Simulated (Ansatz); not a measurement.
Base system: CeO₂ in the fluorite structure (space group Fm-3m, No. 225; a = 5.437 Å). Axes: x, y, z lie along the cube axes.

It is then changed as follows: a free-standing slab of 2 layers (6 atoms, 3 a layer) is cut normal to [111], with 15 Å of vacuum and the in-plane cell held at bulk.

Calculations: r2SCAN (Ansatz, an electronic-structure program), no spin-orbit coupling.

Task: Give the band edges at the high-symmetry points of the new zone, measured from its valence-band maximum.

Result: 
| point | valence edge (eV) | conduction edge (eV) |
|---|---|---|
| Γ | -0.49 | 2.11 |
| M | -0.22 | 2.15 |
| K | -0.10 | 2.15 |

The gap is 2.11 eV, indirect, K–Γ (57 % along) → Γ.

Stability against distortions was not tested. Starting moments died away, wholly or in part, for the base; another magnetic solution may exist. The final runs are not spin-polarised. Labels are those of the standard path for the cell's own space group.
